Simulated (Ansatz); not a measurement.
BGe2N (model structure, started from the BC2N type, R3m, No. 160, 4 atoms in the cell), treated with LDA (Ansatz, a first-principles code, PAW).

Numerical settings: plane-wave cutoff 520 eV, 20×20×20 k mesh, Fermi–Dirac smearing 0.05 eV, scalar-relativistic PAW data made under PBE.

Cell (relaxed at this level):

```cif
data_B3Ge6N3
_chemical_formula_sum 'B3 N3 Ge6'
_space_group_name_H-M_alt 'R3m :H'
_space_group_IT_number 160
_space_group_name_Hall 'R 3 -2"'
_cell_length_a 3.30549
_cell_length_b 3.30549
_cell_length_c 16.32043
_cell_angle_alpha 90.000
_cell_angle_beta 90.000
_cell_angle_gamma 120.000
loop_
_atom_site_label
_atom_site_type_symbol
_atom_site_symmetry_multiplicity
_atom_site_Wyckoff_symbol
_atom_site_fract_x
_atom_site_fract_y
_atom_site_fract_z
_atom_site_occupancy
B1 B 3 a 0.00000 0.00000 0.01410 1
N1 N 3 a 0.00000 0.00000 0.10920 1
Ge1 Ge 3 a 0.00000 0.00000 0.48915 1
Ge2 Ge 3 a 0.00000 0.00000 0.63758 1
```
(The calculation used a cell of 4 atoms; values per cell refer to that cell.)

Q: Estimate the bulk modulus B0 that the calculation returns.

A: 
- bulk modulus B0 = 121 GPa

The run finds no gap.

Note: the bulk modulus is −V dP/dV from two relaxed cells at ±2 % in volume; the relaxation could raise the start's symmetry but not lower it, so the cell can be a saddle point.

Static lattice: no zero-point or thermal effects.

A model structure was made by putting elements into a prototype or built by hand; it is no filed structure, need not be a known phase, and can be a saddle point held by its symmetry.
